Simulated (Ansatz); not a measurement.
## A computed series for Ti3Al: element substitutions

The reference is Ti₃Al (space group P6_3/mmc, No. 194; a = 5.688 Å, c = 4.608 Å).

Each row replaces one element on all its sites; cell and atoms are relaxed.

Levels (all Ansatz, an electronic-structure program, PAW): PBEsol (420 eV, scalar-relativistic without spin-orbit coupling); r2SCAN (500 eV, no SOC).

Pressures by level, all at the geometries relaxed with PBEsol:

| case | PBEsol | r2SCAN |
|---|---|---|
| base | 0.0 GPa | 3.3 GPa |
| Al → Na | 0.0 GPa | (withheld) |
| Al → P | 0.0 GPa | (withheld) |
| Al → Y | 0.0 GPa | 3.7 GPa |

Question: Some entries are withheld; estimate them.

Answer: 
- Al → Na, r2SCAN: 2.6 GPa
- Al → P, r2SCAN: 4.2 GPa

Single points use the geometry relaxed with PBEsol. Their cutoffs differ, which shifts pressures a little. Whether these cells are dynamically stable was not tested. As relaxed here, NaTi3, Ti3P and YTi3 are hypothetical phases, not in the database extracts checked. The final runs are not spin-polarised. NaTi3 and Ti3P have a high density of states at the Fermi level and may be magnetic at this level.
